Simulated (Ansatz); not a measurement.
Take BN in the wurtzite structure (space group P6_3mc, No. 186; a = 2.555 Å, c = 4.225 Å) as the base.

(Cell as relaxed with PBE.)

Levels (all Ansatz, a program for electronic structure, PAW): PBE (420 eV, no spin-orbit coupling); r2SCAN (500 eV, no spin-orbit coupling).

Each level relaxes its own structure.

| quantity | PBE | r2SCAN |
|---|---|---|
| volume per atom | 5.97 Å³ | … |
| lattice parameter a | 2.555 Å | … |
| lattice parameter c | 4.225 Å | … |
| band gap | 5.23 eV | … |
| gap character | indirect, Γ → K | … |
| electron mass | 0.31 mₑ along c, 0.51 mₑ across | … |

### Question
Given the PBE results, estimate those of r2SCAN.

### Answer

- volume per atom, r2SCAN: 5.90 Å³
- lattice parameter a, r2SCAN: 2.544 Å
- lattice parameter c, r2SCAN: 4.208 Å
- band gap, r2SCAN: 5.75 eV
- gap character, r2SCAN: indirect, Γ → K
- electron mass, r2SCAN: 0.30 mₑ along c, 0.50 mₑ across

PBE's volume per atom lies 0.07 Å³ above r2SCAN's (1.2 %); PBE's lattice parameter a lies 0.011 Å above r2SCAN's (0.4 %); PBE's lattice parameter c lies 0.017 Å above r2SCAN's (0.4 %); PBE's band gap lies 0.52 eV below r2SCAN's; the two agree on the gap character. Neither level is exact; r2SCAN is the comparison here, not a measurement.

Masses are band curvatures over ±0.01 Å⁻¹ around the edge. Whether these cells are dynamically stable was not tested.
